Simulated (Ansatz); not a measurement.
# A computed series for BaF2: pressure series

Take BaF2 in the fluorite structure (space group Fm-3m, No. 225; a = 6.137 Å) as the base.

Cell and atoms are relaxed at each pressure.

The values are results of PBEsol in Ansatz (plane waves to 420 eV, PAW, no SOC), not measurements.

```
pressure (GPa)  volume per atom (Å³/atom)
--------------  -------------------------
-2                                 19.952
-1                                 19.589
0                                  19.265
3                                  18.444
7                                       ?
15                                 16.354
30                                 14.845
50                                 13.560
100                                11.698
```

### Question
Fit the third-order Birch–Murnaghan form P(V) = (3B₀/2)[(V₀/V)^(7/3) − (V₀/V)^(5/3)]·[1 + (3/4)(B₀′ − 4)((V₀/V)^(2/3) − 1)] (squares taken in P) to the rows shown and predict the withheld row.

### Answer
Least squares on the printed values gives V₀ = 19.263 Å³/atom, B₀ = 63.5 GPa, B₀′ = 4.5; this predicts 17.607 Å³/atom, and the run gives 17.592 Å³/atom, 0.015 lower.

Load acts through the strain it causes; cell and atoms are relaxed under it. Stability against distortions was not tested. No other phases were tried under pressure.

Ansatz is a program for electronic structure.
